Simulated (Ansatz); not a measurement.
Consider the following.

```yaml
crystal:
  lattice:
    - [3.64964, 0.00000, 0.00000]
    - [-1.82482, 3.16068, 0.00000]
    - [0.00000, 0.00000, 5.65094]
  atoms:
    - { symbol: Zr, position: [0.00000, 0.00000, 0.00000] }
    - { symbol: S, position: [0.33333, 0.66667, 0.25454] }
    - { symbol: S, position: [0.66667, 0.33333, 0.74546] }
```

No spin polarisation.

Level of theory: plane-wave PAW DFT at the PBEsol-D3(BJ) level (Ansatz, a first-principles code, 420 eV), no SOC. k-mesh 11×11×6 (Γ-centred); smearing 0.05 eV (Fermi–Dirac).

Q: Predict the gap character, valence-band top at Γ, smallest direct gap and band gap.

A: The gap character comes out as indirect, Γ → L and the valence-band top at Γ (three highest levels, from the VBM) is 0.00, -0.33, -0.33 eV. The smallest direct gap is 1.27 eV and the band gap is 0.60 eV.

The cells carry an imposed strain or load. Stability against distortions was not tested. The cell was made from ZrS₂ in the CdI2 type structure (space group P-3m1, No. 164; layered, stacked along the Cartesian z axis) by this change: isotropic strain +2.00 %.
